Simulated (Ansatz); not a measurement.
Consider a periodic stack without vacuum, fcc Au (0 0 1) on zinc-blende InP (0 0 1) (film strained to the substrate, faces as cut): substrate slab In5P6, film Au12, surface cells [[1, 0], [1, 1]] and [[0, -1], [2, 1]], film strained by +1.4 and +1.4 %, faces P/P and Au/Au as cut (like faces can put a slab off its formula). Its start:

```
Au12In5P6
1.0
    4.21436     0.00000    -0.00122
    0.00000     4.21436     0.01729
   -0.36046    -0.93002    28.98167
In P Au
5 6 12
Direct
  0.01237   0.05247   0.18430
  0.50709   0.53582   0.08084
  0.02683   0.09273   0.39162
  0.52314   0.57171   0.28792
  0.53461   0.62530   0.49510
  0.00582   0.54377   0.13365
  0.43781   0.03619   0.02930
  0.02695   0.58276   0.33946
  0.51785   0.06126   0.23626
  0.03396   0.55117   0.54583
  0.52994   0.10460   0.44226
  0.23337   0.34574   0.68275
  0.72051   0.84876   0.68205
  0.74155   0.35108   0.61115
  0.21853   0.86258   0.61173
  0.23674   0.36967   0.82392
  0.73386   0.87233   0.82391
  0.73154   0.35726   0.75329
  0.22853   0.85576   0.75327
  0.27345   0.37427   0.96488
  0.79109   0.90044   0.96705
  0.74730   0.38742   0.89489
  0.23967   0.87443   0.89460
```

The start was prepared with a machine-learned potential, and the result is one local minimum, with the in-plane cell held and forces under 0.04 eV/Å; the film can end far from its bulk form.

Computed with PBE (plane waves to 420 eV, PAW; Ansatz, a quantum-chemistry and plane-wave program). No spin–orbit coupling; the runs are not spin-polarised; PBE gaps are too small against experiment. Its k-point mesh 7×7×1, Fermi–Dirac width 0.05 eV.

Question: Predict the relaxed interface.

Answer: 
- interface area = 17.8 Å²
- period = 28.61 Å
- gaps between the outermost planes at the two interfaces = 1.78 and 1.21 Å
- Au–P contacts across the interfaces within 1.22 times the sum of covalent radii = 6, mean 2.51 Å
- Au–In contacts across the interfaces within 1.22 times the sum of covalent radii = 1, mean 3.29 Å
- estimate of the barrier = withheld, since the Fermi level falls at or inside a band of the host, which a slab this thin can't settle
- slope of the mean potential energy in the substrate = +2.9 MV/cm × e
